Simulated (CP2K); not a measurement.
Band structure of TiGeSb (P4/nmm, 6 atoms in the cell).

```
TiGeSb
1.0
    3.66286     0.00000     0.00000
    0.00000     3.66286     0.00000
    0.00000     0.00000     8.17256
Ti Ge Sb
2 2 2
Direct
  0.00000   0.50000   0.75285
  0.50000   0.00000   0.24715
  0.00000   0.00000   0.00000
  0.50000   0.50000   0.00000
  0.00000   0.50000   0.38354
  0.50000   0.00000   0.61646
```

Level of theory: PBEsol, GPW, DZVP-MOLOPT-SR-GTH basis, GTH-PBE potentials (GTH_POTENTIALS) (CP2K).

Settings: CUTOFF = 600 Ry; REL_CUTOFF = 60 Ry; SMEAR/METHOD = GAUSSIAN; SIGMA = 0.136 eV; KPOINTS/SCHEME = MONKHORST-PACK 7 7 3; XC_FUNCTIONAL = PBE:PBESOL; Ti/BASIS_SET = DZVP-MOLOPT-SR-GTH; Ti/POTENTIAL = GTH-PBE-q12; Ge/BASIS_SET = DZVP-MOLOPT-SR-GTH; Ge/POTENTIAL = GTH-PBE-q4; Sb/BASIS_SET = DZVP-MOLOPT-SR-GTH; Sb/POTENTIAL = GTH-PBE-q5; METHOD = GPW; EPS_DEFAULT = 1e-11.

The starting cell comes from a database of computed structures (which also holds hypothetical and non-ambient phases and stackings), without a prior relaxation at this level. Its lattice was rescaled by a random factor within 2.5 % of one. Spin-orbit coupling is off. Spin polarisation is off. Values carry the incompleteness of an atom-centred basis. The potentials were made for another functional than the one used.

Levels in eV from the Fermi level, bands 18 to 23:
```csv
point,18,19,20,21,22,23
Γ,-1.25,-1.09,0.24,0.58,0.58,0.94
X,-1.06,-0.95,-0.95,-0.05,-0.05,1.86
M,-2.36,-2.16,-2.16,-1.30,-1.30,2.05
Z,-1.25,-1.16,0.44,0.87,1.14,1.14
R,-1.09,-0.41,-0.41,0.31,0.31,1.95
A,-1.83,-1.70,-1.70,-1.59,-1.59,1.83
```

Bands cross the Fermi level along this path, so the cell is metallic at this level.

Higher empty bands are left out: an atom-centred basis made for the valence describes them poorly.
